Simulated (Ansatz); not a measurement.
Functionals compared on a constructed model of the (111) surface of fcc Au, a pseudomorphic layer of Ga in the host's stacking (bottom of the slab: a bare face, its two planes held), in Ansatz (plane waves, PAW). The structure was relaxed with PBE; the other rows are single points on it. Cutoff 420 eV (500 eV for r2SCAN).

Slab: 7 atoms, 14.1 Å thick at the start; k 15x15x1, smearing 0.1 eV, dipole-corrected; 2 atoms held, the rest relaxed; symmetry of the start imposed; no spin, no spin-orbit, no U. In PBE it is, or lies within 0.01 eV a 1x1 cell of, the lowest of the 2 structures of its composition computed so far; larger cells were not tried. These notes are the PBE run's.

```tsv
functional	work function of the top face (eV)	rough cost of the single point
PBE	4.31	–
RPBE	?	around 30 core-seconds (rough)
r2SCAN	4.42	very roughly 60 core-seconds
```

**Question.** Some entries are withheld; supply them.

**Answer.** 
- RPBE, work function of the top face (eV): 4.19

Ansatz is a quantum-chemistry and plane-wave program.
